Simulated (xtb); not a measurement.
xtb 6.7.1, GFN1-xTB: CC1(C)c2cc(-c3ccc4c(c3)sc3ccccc34)sc2-c2sc(-c3ccco3)cc21, 49 atoms. The geometry is a generated start, not checked to be a minimum at this level.

```yaml
method: GFN1-xTB
"--acc": 1 (default)
"--etemp (K)": 300 (default)
detailed input (--input): "none: ANC optimiser, Lindh (1995) Hessian, microcycle=20, maxdispl=1.0, hlow=0.01 (default)"
basis_functions: 178
valence_electrons: 150
```

The structure is relaxed from this start with --opt LEVEL for the levels crude, sloppy, loose, lax, normal, tight, vtight, extreme, once each. Up to the end of the extreme run atoms move by at most 1.7 Å along an axis.

Q: Choose the cheapest level whose final energy lies within 1 meV of that of extreme.

A: tight: 68 cycles against 94, ending 0.34 meV above.

```
level    cycles  energy above the extreme run (meV)  gradient norm (eV/Å)
-------  ------  ----------------------------------  --------------------
crude         4                                  86                  0.35
sloppy       17                                  32                 0.089
loose        22                                  21                 0.028
lax          39                                 3.6                  0.12
normal       45                                 2.5                 0.027
tight        68                                0.34                0.0043
vtight       94                          under 0.01                0.0014
extreme      94                                   —                0.0014
```
